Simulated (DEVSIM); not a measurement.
Structure: Ti/SiO2/p-Ge capacitor, at 300 K.

```csv
layer (left to right),material,thickness (nm),Na (cm⁻³)
1,SiO2,51.0,-
2,Ge,1200,2.6e17
```

Metal gate on the left, work function 4.33 eV. Fixed charge at the semiconductor interface 1.1e11 cm⁻² (in units of +e); interface traps 3e11 cm⁻² eV⁻¹, uniform in energy, neutral level at 0.3 of the gap above the valence band.

This is a model device: material constants are rounded textbook-type values typed into the input, and sizes, dopings and lifetimes were drawn at random. Values at 300 K.

```
parameter      SiO2       Ge
-------------  ----  -------
gap (eV)          9    0.664
affinity (eV)   0.9        4
permittivity    3.9       16
Nc (cm⁻³)         -  1.04e19
Nv (cm⁻³)         -     6e18
```

Model (solved in DEVSIM): 1D Poisson equation in equilibrium, Boltzmann statistics, complete ionisation; no quantum confinement or tunnelling. Metal contacts follow the ideal Schottky-Mott rule: no Fermi-level pinning, no interface dipoles.

Question: Give the band bending (positive: bands bend down) and minority sheet density.

Answer: 
```
Vg (V)  ψs (V)  minority carriers (cm⁻²)
------  ------  ------------------------
-4      -0.077                     < 1e8
-2.5    -0.054                     < 1e8
-1      -0.015                     < 1e8
0.5      0.062                     < 1e8
2        0.218                     < 1e8
3.5      0.450                    1.0e10
5        0.552                    4.2e11
6.5      0.579                    1.0e12
```
